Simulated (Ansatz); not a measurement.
The reference is GaN in the wurtzite structure (space group P6_3mc, No. 186; a = 3.1518 Å, c = 5.1383 Å). Axes: x lies along a and z along c of the hexagonal cell.

Method: LDA in Ansatz (plane waves to 420 eV, PAW, spin-orbit coupling left out).

The change: biaxial strain −3.00 %, plane normal [001], relaxed out of plane (Cartesian); in-plane vectors clamped, the third vector and the atoms free.

Q: What happens to the ratio −ε⊥/ε∥ and in-plane stress?

A: The ratio −ε⊥/ε∥ is 0.50; the mean in-plane stress (compression positive) is +15.2 GPa.

Whether these cells are dynamically stable was not tested.

Ansatz is a first-principles code.
